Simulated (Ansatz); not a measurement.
Cu3Ge (P-6m2, No. 187, 4 atoms in the cell; start mp-1225745), treated with r²SCAN (plane waves, PAW; Ansatz, an electronic-structure program).

Settings: plane-wave cutoff 560 eV, 24×24×8 k mesh (along the axes of the cell as run), Fermi–Dirac smearing 0.05 eV, no spin polarisation, scalar-relativistic PAW data made under PBE.

Cell (relaxed at this level):

```
CELL_PARAMETERS angstrom
      2.70183     0.00000     0.00000
     -1.35091     2.33985     0.00000
      0.00000     0.00000     8.16568
ATOMIC_POSITIONS crystal
  Cu 0.00000 0.00000 0.50000
  Cu 0.66667 0.33333 0.74242
  Cu 0.66667 0.33333 0.25758
  Ge 0.00000 0.00000 0.00000
```

### Question
Give the computed bulk modulus.

### Answer

- bulk modulus: 127 GPa

Note: the run has no spin polarisation, so it can have missed a magnetic state; the bulk modulus is −V dP/dV from two relaxed cells at ±2 % in volume; the relaxation could not lower the start's symmetry, so the cell can be a saddle point above a distorted one.

The computed numbers hold no vibrational or temperature effects.

A start named mp-… is a Materials Project structure, which need not be a measured phase.
